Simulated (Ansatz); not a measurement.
Take PbS in the rock salt structure (space group Fm-3m, No. 225; a = 5.975 Å) as the base.

Structures relaxed with r2SCAN/PAW in Ansatz (a quantum-chemistry and plane-wave program), no spin-orbit coupling.

Base:

Simulated powder pattern, Cu Kα1, λ = 1.54056 Å (kinematic, ideal powder, no thermal factors, no anomalous dispersion; the 10 strongest lines at most, above 2 %, up to 2θ = 90°):

| 2θ (°) | I/Imax (%) | hkl |
|---|---|---|
| 25.81 | 97 | (111) |
| 29.88 | 100 | (200) |
| 42.77 | 76 | (220) |
| 50.63 | 51 | (311) |
| 53.05 | 27 | (222) |
| 62.09 | 13 | (400) |
| 68.38 | 22 | (331) |
| 70.42 | 35 | (420) |
| 78.34 | 27 | (422) |
| 84.12 | 17 | (511) |

The change: an isotropic linear strain of +1.50 %; the atoms relax in the strained cell.

After the change:

Simulated powder pattern, Cu Kα1, λ = 1.54056 Å (kinematic, ideal powder, no thermal factors, no anomalous dispersion; the 10 strongest lines at most, above 2 %, up to 2θ = 90°):

| 2θ (°) | I/Imax (%) | hkl |
|---|---|---|
| 25.42 | 96 | (111) |
| 29.43 | 100 | (200) |
| 42.11 | 76 | (220) |
| 49.83 | 51 | (311) |
| 52.21 | 27 | (222) |
| 61.07 | 13 | (400) |
| 67.24 | 22 | (331) |
| 69.23 | 36 | (420) |
| 76.96 | 27 | (422) |
| 82.60 | 17 | (511) |

The indices refer to the base's conventional cell; one index is shown for lines that coincide.

No phonon test of stability was made.
